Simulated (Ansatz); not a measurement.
Take BAs (space group P4_2/mnm, No. 136; a = 5.837 Å, c = 3.362 Å; a hypothetical phase, not in the database extracts checked) as the base. Axes: x, y, z lie along a, b, c of the conventional cell.

Perturbation: a pure shear with ε_xz = ε_zx = 0.0357; the atoms relax in the strained cell.

Levels (all Ansatz, an electronic-structure program, PAW): PBEsol (420 eV, no spin-orbit coupling); r2SCAN (500 eV, without spin-orbit coupling).

The geometry is relaxed with PBEsol.

| Property | Result |
|---|---|
| PBEsol pressure | 0.25 GPa |
| PBEsol width of the top valence band | 3.74 eV |
| PBEsol band gap | 0.36 eV |

With r2SCAN at the same geometry, the pressure rises by 1.30 GPa to 1.55 GPa; the width of the top valence band goes up by 0.17 eV to 3.91 eV; the band gap increases by 0.241 eV, from 0.36 eV to 0.61 eV.

Single points use the geometry relaxed with PBEsol. Their cutoffs differ, which shifts pressures a little. No phonon test of stability was made.
